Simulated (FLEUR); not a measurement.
Worked example: self-consistent single point of C₃N₄ (P-43m, 7 atoms in the cell) in FLEUR.

Method of the run: PBEsol, all-electron FLAPW (FLEUR), scalar-relativistic valence run with FLEUR.

The change in words: lattice scaled by 0.98. Reference geometry:
```
C3N4
1.0
    3.45676     0.00000     0.00000
    0.00000     3.45676     0.00000
    0.00000     0.00000     3.45676
C N
3 4
Cartesian
  0.00000   0.00000   1.72838
  1.72838   0.00000   0.00000
  0.00000   1.72838   0.00000
  0.84929   0.84929   2.60747
  0.84929   2.60747   0.84929
  2.60747   2.60747   2.60747
  2.60747   0.84929   0.84929
```

Reference input (self-consistent single point, DFT, PBEsol, all-electron FLAPW (FLEUR), scalar-relativistic valence): Kmax = 4.6 1/bohr; GmaxXC = 18.4 1/bohr; xcFunctional = PBEs; jspins = 1; l_soc = F; mode = hist; fermiSmearingEnergy = 0.0001 Htr; mesh (inpgen div1-3) = 10 10 10; inpgen gamma flag = true; Gmax = 18.4 1/bohr; numbands = 0; maxIterBroyd = 15. This run's input differs from it in these lines:

```diff
@@ -3,5 +3,5 @@
 &input film=f /
-6.5323296786 0.0000000000 0.0000000000
-0.0000000000 6.5323296786 0.0000000000
-0.0000000000 0.0000000000 6.5323296786
+6.4016834629 0.0000000000 0.0000000000
+0.0000000000 6.4016834629 0.0000000000
+0.0000000000 0.0000000000 6.4016834629
 1.0
@@ -49,5 +49,5 @@
          <bravaisMatrix>
-            <row-1>    6.5323296786000000     0.0000000000000000     0.0000000000000000</row-1>
-            <row-2>    0.0000000000000000     6.5323296786000000     0.0000000000000000</row-2>
-            <row-3>    0.0000000000000000     0.0000000000000000     6.5323296786000000</row-3>
+            <row-1>    6.4016834629000003     0.0000000000000000     0.0000000000000000</row-1>
+            <row-2>    0.0000000000000000     6.4016834629000003     0.0000000000000000</row-2>
+            <row-3>    0.0000000000000000     0.0000000000000000     6.4016834629000003</row-3>
          </bravaisMatrix>
```

Log, with long lists cut:

```
 Iteration:     1   Distance:      30.54288131 me/bohr^3
 Iteration:     2   Distance:      28.18561155 me/bohr^3
 Iteration:     3   Distance:      12.55018346 me/bohr^3
 Iteration:     4   Distance:       2.71539049 me/bohr^3
 Iteration:     5   Distance:       1.74660315 me/bohr^3
   [... 6 lines left out ...]
 Iteration:    12   Distance:       0.00072420 me/bohr^3
 Iteration:    13   Distance:       0.00004158 me/bohr^3
 Iteration:    14   Distance:       0.00003433 me/bohr^3
 Iteration:    15   Distance:       0.00000256 me/bohr^3
 Reset of history
 Run finished successfully
 Stop message:
   Structural relaxation: new displacements generated

[file out, last iteration]
             iter=     16
[...]
          total density-effective poten   -4.9126979419E+02
          total charge density-energy d   -4.2623597222E+01
 Updated energy parameters for spin:           1
[...]
 fermi energy and band-weighting factors:
    0.794369

[...]
FERMIE:
          first approx. to ef    (T=0)  :   0.477870 htr   (energy of the highest occ. eigenvalue)
          number of occ. states  (T=0)  :        896
          first approx. to seigv (T=0)  :   2.586371 htr
          sum of weights of occ. states :  16.000000
          sum of semicore charge        :   0.000000 e
FERHIS:  Fermi-Energy by histogram:
          bandgap                     :   0.092205 htr
   [... lines left out ...]
          charge neutrality (T=0)     :   0.000000    (zero if the highest occ. eigenvalue is "entirely" occupied)
 Direct bandgap for spin            1 :    9.2205081159262015E-002  Htr
 ---->    free energy=                      -331.9024645908 htr
   [... lines left out ...]
      extrapolation for T->0
 ---->    total electron energy=            -331.9024645908 htr
 ***** TOTAL FORCES ON ATOMS *****
 TOTAL FORCE FOR ATOM TYPE=  1  X=  0.000   Y=  0.000   Z=  3.201
                       FX_TOT= 0.000000 FY_TOT= 0.000000 FZ_TOT= 0.000000
 TOTAL FORCE FOR ATOM TYPE=  2  X=  1.573   Y=  1.573   Z= -1.573
                       FX_TOT= 0.005411 FY_TOT= 0.005411 FZ_TOT=-0.005411
```

The run converged in 15 iterations. FLEUR gives forces in its relaxation mode, with a further iteration, so its stop message speaks of a relaxation. Against the reference run the free energy goes up by 18.3 meV/atom, the largest force goes from 0.064 to 0.482 eV/Å and the gap on the mesh goes from 2.379 to 2.509 eV.

The starting cell comes from a database of computed structures (which also holds hypothetical and non-ambient phases and stackings), without a prior relaxation at this level. For this run, on top of that: lattice scaled by 0.98. Values depend on the basis (sphere radii, cutoffs, local orbitals), which need not be converged.

Cost on one core of a shared machine: roughly 80 s.
